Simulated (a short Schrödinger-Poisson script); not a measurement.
System: symmetric double-gate stack, SiO2 on p-type Si(100), at 300 K.

| layer | material | thickness (nm) | Na (cm⁻³) |
|---|---|---|---|
| 1 | SiO2 | 3.1 | - |
| 2 | Si | 8 | 3e16 |
| 3 | SiO2 | 3.1 | - |

The device is made up for the run: typed textbook-type constants, with dimensions and the other settings drawn at random. SiO2: permittivity 3.9, conduction-band edge (eV) 3.15, gap (eV) 9, electron mass (mₑ) 0.5. Si: permittivity 11.7, conduction-band edge (eV) 0, gap (eV) 1.124, Nv at 300 K (cm⁻³) 3.1e19.

Channel valleys (confinement mass, in-plane density-of-states mass, number): Δ2 0.916, 0.19, 2; Δ4 0.19, 0.417, 4. At the gates, both at one voltage, the conduction-band edge of layer 1 lies 3.18 eV − eVg above the Fermi level of the channel. Gaps are held at their typed values at every temperature. Mesh 0.03 nm at interfaces.

From a short Schrödinger-Poisson script (our own, NumPy): 1D Poisson equation in equilibrium, electrons classical, Boltzmann, parabolic valleys, classical holes, full ionisation, no traps, pinning or gate leakage.

The same stack at other levels of the model or other numerical settings:

```
run                                          sheet density of all electrons at Vg = 1.5 V (cm⁻²)  sheet density of all electrons at Vg = 0.3 V (cm⁻²)  capacitance of both gates at Vg = 1.5 V (μF/cm²)  gate voltage at 1e11 electrons/cm² (V)  rough cost against the base
-------------------------------------------  ---------------------------------------------------  ---------------------------------------------------  ------------------------------------------------  --------------------------------------  ---------------------------
base                                                                                     1.95e13                                              3.95e12                                              2.15                                   -0.10                      about 1
electrons treated as classical, Fermi-Dirac                                              1.91e13                                              3.92e12                                               ___                                   -0.10                            3
electrons treated as quantum, Hartree                                                    1.77e13                                              3.48e12                                               ___                                     ___                           30
mesh six times as coarse                                                                 1.94e13                                              3.93e12                                              2.13                                   -0.10                      about 1
```

Problem. Fill in the missing entries.

Solution. 
- electrons treated as quantum, Hartree, capacitance of both gates at Vg = 1.5 V (μF/cm²): 1.97
- electrons treated as classical, Fermi-Dirac, capacitance of both gates at Vg = 1.5 V (μF/cm²): 2.08
- electrons treated as quantum, Hartree, gate voltage at 1e11 electrons/cm² (V): -0.08

The classical rows ignore confinement, and Boltzmann statistics overrate the density once the band edge passes the Fermi level.
